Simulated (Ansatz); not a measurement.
CsPbBr3 under a change: biaxial strain −1.80 %, plane normal [001], relaxed out of plane

Base system: CsPbBr3 in the cubic perovskite structure (space group Pm-3m, No. 221; a = 5.8721 Å). Axes: x, y, z lie along the cube axes.

It is then changed as follows: compressive biaxial strain of 1.80 % in the plane normal to [001], as in epitaxy on a mismatched substrate; the out-of-plane cell vector and the atoms relax.

Computed with Kohn–Sham DFT with the PBEsol functional, run in Ansatz (a quantum-chemistry and plane-wave program) with PAW and 420 eV plane waves, no SOC. Settings: 6×6×6 k-points, 0.05 eV Fermi–Dirac smearing.

- Volume per atom = 39.23 Å³ (base 40.50 Å³)
- Space group = P4/mmm (No. 123) (base Pm-3m (No. 221))
- Energy relative to the base (free energy F) = +5.0 meV/atom
- Band gap = 1.18 eV (base 1.43 eV)
- Gap character = direct at A
- Electron mass = 0.074 mₑ out of plane, 0.68 mₑ in plane (at R)
- Hole mass = 0.13 mₑ out of plane, 0.11 mₑ in plane (at R) (base 0.13 mₑ (at R))
- Out-of-plane strain = +0.46 %
- Ratio −ε⊥/ε∥ = 0.26
- Mean in-plane stress (compression positive) = +1.1 GPa

Final structure (turned so that z lies along the plane normal):

```yaml
crystal:
  lattice:
    - [5.76638, 0.00000, 0.00000]
    - [0.00000, 5.76638, 0.00000]
    - [0.00000, 0.00000, 5.89903]
  atoms:
    - { symbol: Cs, position: [0.00000, 0.00000, 0.00000] }
    - { symbol: Pb, position: [0.50000, 0.50000, 0.50000] }
    - { symbol: Br, position: [0.50000, 0.00000, 0.50000] }
    - { symbol: Br, position: [0.00000, 0.50000, 0.50000] }
    - { symbol: Br, position: [0.50000, 0.50000, 0.00000] }
```

With Pb present, leaving out spin-orbit coupling can change the band edges. Effective masses come from finite differences of ±0.01 Å⁻¹. No phonon test of stability was made. Many cubic perovskites are stable only at high temperature; tilts and polar distortions were not tested. This is not the structure that CsPbBr3 has at room temperature and ambient pressure. Labels are those of the standard path for the cell's own space group.
